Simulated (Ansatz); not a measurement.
Take Mg₂Si (space group Fm-3m, No. 225) as the base.

Computed with DFT with PBE, PAW potentials and a 420 eV plane-wave cutoff in Ansatz (a first-principles code), scalar-relativistic without spin-orbit coupling.

Measured: band gap 0.77 eV (temperature not stated; as listed in Byungki Ryu et al., Journal of the Korean Physical Society (2019)).

Knowing the measured values, estimate what each level computes.


| level | band gap |
|---|---|
| PBE | 0.22 eV |

Computed minus measured — band gap: PBE -0.55 eV. Measured values not marked as corrected hold thermal and zero-point effects that the static-lattice runs lack. A measured gap can be an optical one, lowered by exciton binding.

Stability against distortions was not tested. The zero or small gap of Mg2Si can change with the level of theory.
